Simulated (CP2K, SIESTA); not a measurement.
A SIESTA input for a self-consistent single point of Li₃Mg (Pm-3m, 4 atoms in the cell) (DFT, GGA PBEsol, numerical atomic orbitals DZP, PseudoDojo PBEsol standard norm-conserving potentials (rewritten from UPF to PSML)):

```
# files in the folder: Li.psml Mg.psml (PseudoDojo PBEsol standard)
SystemName  Li3Mg
SystemLabel siesta

NumberOfAtoms                4
NumberOfSpecies              2
%block ChemicalSpeciesLabel
  1 3 Li
  2 12 Mg
%endblock ChemicalSpeciesLabel
LatticeConstant              4.218215 Ang
%block LatticeVectors
     1.000000000    0.000000000    0.000000000
     0.000000000    1.000000000    0.000000000
     0.000000000    0.000000000    1.000000000
%endblock LatticeVectors
AtomicCoordinatesFormat      Fractional
%block AtomicCoordinatesAndAtomicSpecies
     0.500000000    0.500000000    0.000000000  1
     0.000000000    0.500000000    0.500000000  1
     0.500000000    0.000000000    0.500000000  1
     0.000000000    0.000000000    0.000000000  2
%endblock AtomicCoordinatesAndAtomicSpecies

XC.functional                GGA
XC.authors                   PBEsol
PAO.BasisSize                DZP
PAO.EnergyShift              0.01 Ry
PAO.Polarization.NonPerturbative true
MeshCutoff                   300 Ry
%block kgrid.MonkhorstPack
   10   0   0  0.0
    0  10   0  0.0
    0   0  10  0.0
%endblock kgrid.MonkhorstPack
OccupationFunction           MP
OccupationMPOrder            0
ElectronicTemperature        100.0 meV

MaxSCFIterations             150
SCF.Mixer.Method             Pulay
SCF.Mixer.Weight             0.1
SCF.Mixer.History            8
SCF.DM.Tolerance             1.0E-04
Diag.ParallelOverK           true
WriteForces                  true
```

**Question.** Translate this input to CP2K.

**Answer.** This is the input that was run; spellings and numerical settings could be chosen otherwise.

```
&GLOBAL
  PROJECT li3mg
  RUN_TYPE ENERGY_FORCE
  PRINT_LEVEL MEDIUM
&END GLOBAL
&FORCE_EVAL
  METHOD Quickstep
  STRESS_TENSOR ANALYTICAL
  &DFT
    BASIS_SET_FILE_NAME BASIS_MOLOPT
    POTENTIAL_FILE_NAME GTH_POTENTIALS
    &QS
      METHOD GPW
      EPS_DEFAULT 1E-10
    &END QS
    &MGRID
      CUTOFF 1000
      REL_CUTOFF 50
      NGRIDS 5
    &END MGRID
    &SCF
      SCF_GUESS ATOMIC
      EPS_SCF 1E-6
      MAX_SCF 100
      ADDED_MOS 4
      &DIAGONALIZATION
        ALGORITHM STANDARD
      &END DIAGONALIZATION
      &MIXING
        METHOD BROYDEN_MIXING
        ALPHA 0.3
        NBUFFER 8
        BETA 1.5
      &END MIXING
      &SMEAR ON
        METHOD GAUSSIAN
        SIGMA [eV] 0.1
      &END SMEAR
    &END SCF
    &KPOINTS
      SCHEME MONKHORST-PACK 10 10 10
      GAMMA_CENTERED T
    &END KPOINTS
    &XC
      &XC_FUNCTIONAL
        &PBE
          PARAMETRIZATION PBESOL
        &END PBE
      &END XC_FUNCTIONAL
    &END XC
    &PRINT
      &MO
        EIGENVALUES T
        OCCUPATION_NUMBERS T
        NDIGITS 8
        FILENAME mo
        &EACH
          QS_SCF 0
        &END EACH
        ADD_LAST NUMERIC
      &END MO
      &MULLIKEN ON
      &END MULLIKEN
    &END PRINT
  &END DFT
  &SUBSYS
    &CELL
      A 4.21821500 0.00000000 0.00000000
      B 0.00000000 4.21821500 0.00000000
      C 0.00000000 0.00000000 4.21821500
      PERIODIC XYZ
    &END CELL
    &COORD
      SCALED
      Li       0.50000000     0.50000000     0.00000000
      Li       0.00000000     0.50000000     0.50000000
      Li       0.50000000     0.00000000     0.50000000
      Mg       0.00000000     0.00000000     0.00000000
    &END COORD
    &KIND Li
      BASIS_SET DZVP-MOLOPT-SR-GTH-q3
      POTENTIAL GTH-PBE-q3
    &END KIND
    &KIND Mg
      BASIS_SET DZVP-MOLOPT-SR-GTH-q10
      POTENTIAL GTH-PBE-q10
    &END KIND
  &END SUBSYS
  &PRINT
    &FORCES ON
    &END FORCES
    &STRESS_TENSOR ON
    &END STRESS_TENSOR
  &END PRINT
&END FORCE_EVAL
```

Basis, cutoffs, solver keys and any potentials are the target program's own. This input uses DFT PBEsol, GPW, DZVP-MOLOPT-SR-GTH basis, GTH-PBE potentials (GTH_POTENTIALS). Both were run: pressure 1.80 GPa in SIESTA and 2.29 in CP2K.

On SIESTA: the starting cell comes from a database of computed structures (which also holds hypothetical and non-ambient phases and stackings), without a prior relaxation at this level. Its lattice was rescaled by a random factor within 2.5 % of one. For this run, on top of that: lattice scaled by 0.98. Values carry the incompleteness of an atom-centred basis.

On CP2K: the starting cell comes from a database of computed structures (which also holds hypothetical and non-ambient phases and stackings), without a prior relaxation at this level. Its lattice was rescaled by a random factor within 2.5 % of one. For this run, on top of that: lattice scaled by 0.98. Values carry the incompleteness of an atom-centred basis. The potentials were made for another functional than the one used.
